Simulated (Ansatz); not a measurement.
V_Si in metastable 2H silicon carbide (start: the Si site; 96-site cell, 2×2×2 shifted sampling), charge −1. Level of theory: PBE, PAW (plane waves to 420 eV; Ansatz, an electronic-structure program).

- total energy of the defect cell = -41930.4531 eV
- total energy of the perfect cell = -42583.4956 eV
- μ(Si) in silicon, atoms added −1 = -635.8098 eV
- Δμ(Si), Si-rich = 0.000 eV
- valence-band maximum on the cell's zero = 9.434 eV
- image correction with alignment = 0.407 eV
- Fermi level above the maximum = 0.30 eV

Work out the formation energy.

E_f = E(defect) − E(perfect) − Σ n μ + q (E_VBM + E_F) + E_corr = 653.043 − (635.810) + (-9.734) + (0.407) = 7.91 eV.
